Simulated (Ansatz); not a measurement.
The parent structure is InAs in the zinc blende structure (space group F-43m, No. 216; a = 6.087 Å).

It is then changed as follows: the cell is scaled by 0.9541 in all directions, atoms relaxed at fixed cell.

Levels (all Ansatz, an electronic-structure program, PAW): PBEsol (420 eV, spin-orbit coupling left out); r2SCAN (500 eV, spin-orbit coupling left out); HSE06 (420 eV, without spin-orbit coupling).

At the geometry relaxed with PBEsol, these levels gave the following band gaps, in shuffled order: (a) 1.25 eV, (b) 0.92 eV, (c) 0.32 eV.

**Question.** Match each gap to its level.

**Answer.** (a) HSE06; (b) r2SCAN; (c) PBEsol.

Single points use the geometry relaxed with PBEsol. The cells carry an imposed strain or load. No phonon test of stability was made. All final runs are without spin polarisation.
